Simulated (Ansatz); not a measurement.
# Effect of biaxial strain +0.42 %, plane normal [111], relaxed out of plane on PbSe

The parent structure is PbSe in the rock salt structure (space group Fm-3m, No. 225; a = 6.1016 Å). Axes: x, y, z lie along the cube axes.

Perturbation: tensile biaxial strain of 0.42 % in the plane normal to [111], as in epitaxy on a mismatched substrate; the out-of-plane cell vector and the atoms relax.

Computed with PBEsol (Ansatz, a first-principles code; PAW; 420 eV plane waves; no spin-orbit coupling). Γ-centred 9×9×9 mesh, Fermi–Dirac width 0.05 eV.

The volume per atom grows by 0.11 Å³ (28.39 Å³ → 28.50 Å³) and the energy stays essentially unchanged. The pressure (mean of the normal stresses, compression positive) goes from zero to -0.20 GPa and the band gap decreases by 0.04 eV to 0.13 eV. The gap character is indirect, L → T and the smallest direct gap goes up by 0.01 eV (0.17 eV → 0.18 eV). The electron mass becomes 0.073 mₑ along k, 0.11 mₑ across (at L) (base: 0.066 mₑ along k, 0.12 mₑ across (at L)) and the hole mass changes from 0.072 mₑ along k, 0.094 mₑ across (at L) to 0.076 mₑ along k, 0.094 mₑ across (at L). The valley order (the lowest conduction-band minima on the path, energy above the VBM, named in the base's zone) becomes L along [111] 0.13 eV; L along [1-11] 0.18 eV; a point along [01-1], about 0.6 Å⁻¹ from Γ 1.05 eV (base: L along ⟨111⟩ 0.17 eV; a point along ⟨110⟩, about 0.6 Å⁻¹ from Γ 1.03 eV) and the out-of-plane strain comes out as -0.46 %. The mean in-plane stress (compression positive) comes out as -0.3 GPa.

Final structure (turned so that z lies along the plane normal):

```
PbSe
1.0
    4.33260     0.00000     0.00000
    2.16630     3.75214     0.00000
    2.16630    -1.25071     3.50665
Pb Se
1 1
Direct
  0.00000   0.00000   0.00000
  0.00000   0.50000   0.50000
```

Spin-orbit coupling, missing from the scalar runs, can matter with Pb. Effective masses come from finite differences of ±0.01 Å⁻¹. Along k means along the line from Γ to the band edge. Whether these cells are dynamically stable was not tested. A zero or small gap of PbSe can be the functional's error rather than a property of the material. Labels are those of the standard path for the cell's own space group.
